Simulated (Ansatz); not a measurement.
Band structure of Mg3Re (P6_3/mmc, 8 atoms in the cell).

```xyz
8
Lattice="5.9097 0.0000 0.0000 -2.9548 5.1179 0.0000 0.0000 0.0000 4.8148" Properties=species:S:1:pos:R:3 pbc="T T T"
Mg     1.5478     0.8936     3.6111
Mg     1.4070     4.2243     1.2037
Mg     0.0000     1.7873     1.2037
Mg     2.9548     3.3306     3.6111
Mg     4.3618     0.8936     3.6111
Mg    -1.4070     4.2243     1.2037
Re     0.0000     3.4119     3.6111
Re     2.9548     1.7060     1.2037
```
Moments meant for the start (each program seeds them in its own way; μB, in the order of the atoms Mg Mg Mg Mg Mg Mg Re Re): 0.0 0.0 0.0 0.0 0.0 0.0 1.0 1.0.

Computed with PBEsol, PAW files made with PBE (plane waves; Ansatz, a program for electronic structure).

Settings: kpoints.mp_grid.grid = 3 3 3; hamiltonian.xc = pbesol; hamiltonian.pseudopotentials = {kind: paw} (the program's default PAW files); magnetization.spin_polarized = true; scf.occupations.method = fermi_dirac; scf.occupations.width = 0.05 eV; kpoints.band_path.npoints = 8.

The starting cell comes from a database of computed structures (which also holds hypothetical and non-ambient phases and stackings), without a prior relaxation at this level. Spin-orbit coupling is off. The starting moments vanished: the run ended non-magnetic. The program warned that a starting moment was not kept.

Levels in eV from the Fermi level, bands 43 to 50 of the first spin channel:
| point | 43 | 44 | 45 | 46 | 47 | 48 | 49 | 50 |
|---|---|---|---|---|---|---|---|---|
| Γ | -0.95 | -0.36 | -0.36 | 0.08 | 0.16 | 0.16 | 1.93 | 1.93 |
| M | -0.70 | -0.44 | 0.03 | 0.19 | 1.59 | 1.80 | 2.29 | 2.53 |
| K | -1.00 | -0.44 | 0.16 | 1.65 | 1.65 | 1.75 | 1.87 | 2.22 |
| A | -0.77 | -0.77 | -0.53 | -0.53 | 0.94 | 0.94 | 0.97 | 0.97 |
| L | -0.64 | -0.64 | -0.13 | -0.13 | 0.95 | 0.95 | 1.41 | 1.41 |
| H | -0.68 | -0.68 | -0.28 | -0.28 | 0.57 | 0.57 | 2.46 | 2.46 |

Bands cross the Fermi level along this path, so the cell is metallic at this level.

The net moment of the cell came out as 0.00 μB.

Keys are those of Ansatz 0.2.
